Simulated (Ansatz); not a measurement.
System: YSi2 (P6/mmm, No. 191, 3 atoms in the cell; start COD 4344493). Method: LDA in Ansatz (plane waves, PAW).

Run with plane-wave cutoff 520 eV, 18×18×14 k mesh (along the axes of the cell as run), Fermi–Dirac smearing 0.05 eV, scalar-relativistic PAW data made under PBE.

Cell (relaxed at this level):

Space group P6/mmm (No. 191); a = 4.0318 Å, b = 4.0318 Å, c = 3.8664 Å, α = 90.00°, β = 90.00°, γ = 120.00°

| atom | site | symmetry | x | y | z |
|---|---|---|---|---|---|
| Y | 1a | 6/mmm | 0.0000 | 0.0000 | 0.0000 |
| Si | 2d | -6m2 | 0.3333 | 0.6667 | 0.5000 |

Problem. Predict the bulk modulus.

Solution. 
- bulk modulus: 95.2 GPa

The run finds no gap.

Note: the bulk modulus is −V dP/dV from two relaxed cells at ±2 % in volume; the relaxation could not lower the start's symmetry, so the cell can be a saddle point above a distorted one.

The computed numbers hold no vibrational or temperature effects.

Cost on a shared machine: roughly 60 core-seconds.

Ansatz is a quantum-chemistry and plane-wave program.
